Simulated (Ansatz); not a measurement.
**Response to strain in GaN**

Consider GaN in the zinc blende structure (space group F-43m, No. 216).

```
CELL_PARAMETERS angstrom
      0.00000     2.24904     2.24904
      2.24904     0.00000     2.24904
      2.24904     2.24904     0.00000
ATOMIC_POSITIONS crystal
  Ga 0.00000 0.00000 0.00000
  N  0.25000 0.25000 0.25000
```

Strains are applied to the cell and any free atomic positions relax.

Computed with PBEsol (Ansatz, a first-principles code, PAW, no SOC).

Notes on the quantities. hole mass: degenerate bands, along [100].

```
case                       electron mass    pressure    band gap                   hole mass
------------------------  --------------  ----------  ----------  --------------------------
base                      0.15 mₑ (at Γ)    0.00 GPa     1.70 eV  0.16, 0.86, 0.86 mₑ (at Γ)
isotropic strain −3.00 %  0.20 mₑ (at Γ)   21.01 GPa     2.28 eV  0.20, 0.82, 0.82 mₑ (at Γ)
isotropic strain −2.50 %  0.19 mₑ (at Γ)   16.89 GPa     2.18 eV  0.20, 0.82, 0.82 mₑ (at Γ)
isotropic strain −2.00 %  0.18 mₑ (at Γ)   13.03 GPa     2.09 eV  0.19, 0.83, 0.83 mₑ (at Γ)
isotropic strain −1.50 %  0.18 mₑ (at Γ)    9.43 GPa     1.99 eV  0.18, 0.84, 0.84 mₑ (at Γ)
isotropic strain −1.00 %  0.17 mₑ (at Γ)  (withheld)  (withheld)  0.17, 0.85, 0.85 mₑ (at Γ)
isotropic strain +0.50 %  0.15 mₑ (at Γ)   -2.72 GPa  (withheld)  0.15, 0.87, 0.87 mₑ (at Γ)
isotropic strain +1.50 %  0.13 mₑ (at Γ)   -7.62 GPa     1.42 eV  0.13, 0.89, 0.89 mₑ (at Γ)
isotropic strain +2.00 %  0.12 mₑ (at Γ)   -9.81 GPa     1.33 eV  0.13, 0.90, 0.90 mₑ (at Γ)
isotropic strain +3.00 %  0.11 mₑ (at Γ)  -13.72 GPa     1.14 eV  0.11, 0.92, 0.92 mₑ (at Γ)
```

### Question
What belongs in the blanks?

### Answer

- isotropic strain −1.00 %, pressure: 6.07 GPa
- isotropic strain −1.00 %, band gap: 1.89 eV
- isotropic strain +0.50 %, band gap: 1.61 eV

Effective masses come from finite differences of ±0.01 Å⁻¹. Whether these cells are dynamically stable was not tested. This is not the structure that GaN has at room temperature and ambient pressure.
